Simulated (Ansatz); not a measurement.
Ansatz (a program for electronic structure) run on LuAu₄ (I4/m, 5 atoms in the cell): relaxation of cell and atoms.

Method: LDA (PW92), default PAW files made with PBE (plane waves; Ansatz).

The change in words: atoms on their sites; basis.ecutwfc: 420 eV → 840 eV; relax: default → cell and atoms. Reference geometry:
```
CELL_PARAMETERS angstrom
     -3.33299     3.33299     2.06013
      3.33299    -3.33299     2.06013
      3.33299     3.33299    -2.06013
ATOMIC_POSITIONS crystal
  Lu 0.01213 0.01213 0.00000
  Au 0.20015 0.39883 0.59898
  Au 0.79985 0.60117 0.40102
  Au 0.39883 0.79985 0.19868
  Au 0.60117 0.20015 0.80132
```

Reference input (self-consistent single point, DFT, LDA (PW92), plane waves, default PAW files made with PBE): basis.ecutwfc = 420 eV; kpoints.mp_grid.grid = 5 5 5; hamiltonian.xc = lda; hamiltonian.pseudopotentials = {kind: paw} (the program's default PAW files); scf.occupations.method = fermi_dirac; scf.occupations.width = 0.1 eV. This run's input differs from it in these lines:

Ansatz 0.2 input:
```diff
@@ -6,3 +6,3 @@
   atoms:
-    - { symbol: Lu, position: [0.01213500, 0.01213500, 0.00000000] }
+    - { symbol: Lu, position: [0.00000000, 0.00000000, 0.00000000] }
     - { symbol: Au, position: [0.20015000, 0.39883000, 0.59898000] }
@@ -12,3 +12,3 @@
 basis:
-  ecutwfc: 420.0
+  ecutwfc: 840.0
 kpoints:
@@ -20,2 +20,4 @@
   occupations: { method: fermi_dirac, width: 0.1 }
+relax:
+  cell: {}
 output:
```

Output, abridged:

```
   [... SCF lines of the steps left out ...]
relax step   1: F+E_penalty+E_count = -65955.87835198 eV  Δ(F+E_penalty+E_count) = +0.000e0 eV  max|allowed force component| = 1.037e-2 eV/Å  Δτ_max = 0.0000 Å  P = -6.710 GPa  Ω = 91.542 Å³  (7 SCF iters, dr2 threshold 1.00e-7 eV, accepted)
relax step   2: F+E_penalty+E_count = -65955.58791877 eV  Δ(F+E_penalty+E_count) = +2.904e-1 eV  max|allowed force component| = 1.640e-2 eV/Å  Δτ_max = 0.0041 Å  P = +18.358 GPa  Ω = 79.967 Å³  energy of the carried Pulay correction = +5.963e-5 eV  [...]
   [... lines left out ...]
relax step   6: F+E_penalty+E_count = -65955.97452375 eV  Δ(F+E_penalty+E_count) = -1.683e-4 eV  max|allowed force component| = 2.000e-3 eV/Å  Δτ_max = 0.0024 Å  P = +0.007 GPa  Ω = 87.372 Å³  energy of the carried Pulay correction = +2.059e-5 eV  [...]
relax step   7: F+E_penalty+E_count = -65955.97450409 eV  Δ(F+E_penalty+E_count) = +1.966e-5 eV  max|allowed force component| = 1.972e-3 eV/Å  Δτ_max = 0.0000 Å  P = +0.006 GPa  Ω = 87.372 Å³  stress off target by 9.98e-3 GPa  SCF on the basis [...]
basis re-selected at this cell: Δ(F+E_penalty+E_count) = +1.966e-5 eV, ΔP = -0.001 GPa vs the last step
the relaxation is at rest under the 8 symmetry operations that the run kept from its start: a minimum is not shown …
Stability not checked: this state was not tested for a lower state beside it, because too few of the mixer's solves of this state at the end of the SCF gave a …
Free energy (F): -65955.974504 eV
Internal energy: -65955.935332 eV  (E = F + TS)
   [... lines left out ...]
Fermi energy:    20.699434 eV
  cell:  # Å, volume = 87.3723 Å³
   [... lines left out ...]
    - { symbol: Au, position: [0.20003624023610028, 0.4000192697469585, 0.6000555099830588] }
    - { symbol: Au, position: [0.7999637597638996, 0.5999807302530413, 0.39994449001694116] }
    - { symbol: Au, position: [0.40001926974695856, 0.7999637597638997, 0.19998302951085822] }
    - { symbol: Au, position: [0.5999807302530417, 0.20003624023610037, 0.800016970489142] }
```

The run converged. 

Summary of the result:
```
Quantity                                                                                   Result
-----------------------------------------------  ------------------------------------------------
Free energy E − TS (on the zero of these files)                                    -65955.9745 eV
Fermi level (on the code's own zero)                                                     20.70 eV
Pressure                                                                                 0.01 GPa
Largest force (vector length)                                                          0.002 eV/Å
Final cell                                       a = b = c = 5.048 Å, α = β = 99.54°, γ = 131.96°
Final volume per atom                                                                    17.47 Å³
Relaxation steps                                                                                7
```

The starting cell comes from a database of computed structures (which also holds hypothetical and non-ambient phases and stackings), without a prior relaxation at this level. Its lattice was rescaled by up to half a per cent. The relaxation keeps the symmetry of its start, so its end need not be a minimum. Ansatz's pressure includes its estimate of the finite-basis (Pulay) stress.

Cost on one core of a shared machine: roughly 2 min.
